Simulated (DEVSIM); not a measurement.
Device: abrupt Si n-p junction, at 300 K.

```tsv
layer (left to right)	material	thickness (μm)	Nd (cm⁻³)	Na (cm⁻³)	τn (s)	τp (s)
1	Si	0.210	9.8e16	-	5.4e-7	5.4e-7
2	Si	100	-	1.5e17	5.4e-7	5.4e-7
```

Left contact: ohmic. Right contact: ohmic. Voltage is applied to the left contact. Recombination: SRH at mid-gap, Auger. Mobility is μmin + (μ − μmin)/(1 + (N/Nref)^α).

This is a model device: material constants are rounded textbook-type values typed into the input, and sizes, dopings and lifetimes were drawn at random. Values at 300 K.

```
parameter           Si
-------------  -------
gap (eV)         1.124
affinity (eV)     4.05
permittivity      11.7
Nc (cm⁻³)      2.86e19
Nv (cm⁻³)       3.1e19
μn (cm²/Vs)       1417
μp (cm²/Vs)        470
μn,min              52
μp,min              45
Nref,n          9.7e16
Nref,p          2.2e17
αn                0.68
αp                0.72
Cn (cm⁶/s)     2.8e-31
Cp (cm⁶/s)     9.9e-32
```

Model (solved in DEVSIM): 1D drift-diffusion, Boltzmann statistics, complete ionisation; no tunnelling, impact ionisation, image-force lowering or self-heating.

The doping Nd of layer 1 was swept, all else fixed.

| doping Nd of layer 1 (cm^-3) | potential step across the device at zero bias (V) | dark forward voltage at 100 A/cm² (V) | dark forward voltage at 1 A/cm² (V) | largest field in the device at zero bias (V/cm) |
|---|---|---|---|---|
| 2.9e15 | 0.748 | 0.744 | 0.453 | 39000 |
| 9.8e15 | 0.780 | 0.787 | 0.505 | 50000 |
| 2.9e16 | 0.808 | 0.825 | 0.554 | 75000 |
| 9.8e16 | 0.839 | ? | ? | ? |
| 2.9e17 | 0.867 | 0.894 | 0.637 | 160000 |
| 9.8e17 | 0.899 | 0.917 | 0.678 | 180000 |
| 2.9e18 | 0.927 | 0.923 | 0.705 | 200000 |

Problem. Some entries are withheld; supply them.

Solution. 
- 9.8e16, dark forward voltage at 100 A/cm² (V): 0.863
- 9.8e16, dark forward voltage at 1 A/cm² (V): 0.599
- 9.8e16, largest field in the device at zero bias (V/cm): 120000
